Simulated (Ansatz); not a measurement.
Results of r²SCAN-D4 in Ansatz (PAW) for corundum Ga2O3 (metastable phase).

Run with plane-wave cutoff 560 eV, 8×8×8 k mesh, Fermi–Dirac smearing 0.01 eV, scalar-relativistic PAW data made under PBE.

Computed at the level's own relaxed cell.

What does this level give for the c axis length, pressure derivative B′ of the bulk modulus and lattice parameter a?


- c axis length: 13.398 Å
- pressure derivative B′ of the bulk modulus: 4.4
- lattice parameter a: 4.972 Å

Measured, for comparison: lattice parameter c 13.433 Å, lattice constant a 4.982 Å (temperature not stated, not corrected to a static lattice; as tabulated in Marezio, Remeika, J. Chem. Phys. 46, 1862 (1967) (COD 1538347)). Computed (rounded) less measured: lattice parameter c -0.3 %, lattice constant a -0.2 %.

Note: the bulk modulus comes from volumes at which shape and atoms were relaxed.

The computed numbers hold no vibrational or temperature effects.

Ansatz is an electronic-structure program.
